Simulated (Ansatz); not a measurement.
# Response to strain in hypothetical P6_3/mmc SnS2

Consider SnS2 in the 2H-MoS2 type structure (space group P6_3/mmc, No. 194; a hypothetical phase, not in the database extracts checked; layered, stacked along the Cartesian z axis).

```xyz
6
Lattice="3.5888 0.0000 0.0000 -1.7944 3.1080 0.0000 0.0000 0.0000 11.8890" Properties=species:S:1:pos:R:3 pbc="T T T"
Sn     0.0000     2.0720     2.9722
Sn     1.7944     1.0360     8.9167
S      0.0000     2.0720     7.3039
S      1.7944     1.0360     1.3594
S      1.7944     1.0360     4.5851
S      0.0000     2.0720    10.5296
```

Strains are applied to the cell and any free atomic positions relax.

All numbers come from PBE-D3(BJ) (Ansatz, a program for electronic structure), spin-orbit coupling left out, earlier PAW set.

Notes on the quantities. pressure: mean of the normal stresses, compression positive.

| isotropic strain (%) | pressure (GPa) |
|---|---|
| -1.43 | 2.4 |
| 0 | 0.0 |
| 0.56 | ? |
| 0.9 | -1.3 |

Question: Fit P = P₀ − Bδ with δ = (1 + ε)³ − 1 to the rows shown and predict the withheld row.

Answer: Least squares on the printed values gives P₀ = 0.1 GPa, B = 53.5 GPa (a mean over the range) (at held cell shape) (largest residual 0.1 GPa); this predicts -0.8 GPa, and the run gives -0.8 GPa, in agreement.

No phonon test of stability was made. The final runs are not spin-polarised.
